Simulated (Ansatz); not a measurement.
For ZrSi (model structure, from the WC type, P-6m2, No. 187), PBE (plane waves, PAW; Ansatz, a first-principles code) gives:

* **lattice constant a**: 3.136 Å
* **c axis length**: 4.385 Å
* **formation enthalpy**: -0.399 eV/atom

Question: What does PBE-D3(BJ) (plane waves, PAW; Ansatz) give for the same quantities?

Answer: 
- lattice constant a: 3.069 Å (decreases by 2.1 %)
- lattice parameter c: 4.391 Å (grows by 0.1 %)
- formation enthalpy: -0.474 eV/atom (moves by -0.075 eV/atom)

Changes are worked out from the printed values.

Unless a cell is named, each level is at its own relaxed cell (PBE 18.68, PBE-D3(BJ) 17.91 Å³/atom).

Ansatz's density-functional and Hartree–Fock values are scalar-relativistic unless marked +SOC, with PAW data made under PBE.

A model structure was made by putting elements into a prototype or built by hand; it is no filed structure, need not be a known phase, and can be a saddle point held by its symmetry.
